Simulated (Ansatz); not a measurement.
The reference is Bi in the A7 type structure (space group R-3m, No. 166; layered).

```
Bi
1.0
    2.26027     1.30497     4.00943
   -2.26027     1.30497     4.00943
    0.00000    -2.60994     4.00943
Bi
2
Cartesian
  0.00000   0.00000   2.81111
  0.00000   0.00000   9.21719
```

Computed with Ansatz (an electronic-structure program) r2SCAN+rVV10, without spin-orbit coupling.

One change was made to it. Results:

The shortest interatomic distance shrinks by 0.087 Å (3.068 Å → 2.981 Å); the density grows by 2.48 g/cm³ to 12.26 g/cm³.

Problem. Which of these changes matches the shifts?
A) pressure −1 GPa
B) pressure 0.9 GPa
C) pressure 4.5 GPa
D) pressure 15 GPa
E) pressure 2.1 GPa

Solution. D, pressure 15 GPa. For comparison, the shortest interatomic distance in the other runs: pressure −1 GPa gives 3.076 Å; pressure 4.5 GPa gives 3.036 Å; pressure 0.9 GPa gives 3.061 Å; pressure 2.1 GPa gives 3.052 Å.

Load acts through the strain it causes; cell and atoms are relaxed under it. Stability against distortions was not tested. No other phases were tried under pressure.
